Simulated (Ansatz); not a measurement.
## A constructed model of the (111) surface of germanium, full P adlayer on top sites (bottom of the slab: 1 H on 1 bottom site)

Method: PBE (plane waves to 420 eV, PAW; Ansatz, a quantum-chemistry and plane-wave program).

Slab: 10 atoms, 14.7 Å thick at the start with caps and adatoms; k 8x8x1, smearing 0.025 eV, dipole-corrected; 2 atoms held, the rest relaxed; symmetry of the start imposed; no spin (in PBE a spin-polarised start ends no clearly lower), no spin-orbit, no U. The slab shows no gap on its mesh. It is one candidate, not shown to be the stable structure of the face.

| Property | Result |
|---|---|
| work function of the top face | 5.63 eV |
| energy released by relaxation | 0.091 eV |
| cost | very roughly 2.2 core-minutes |
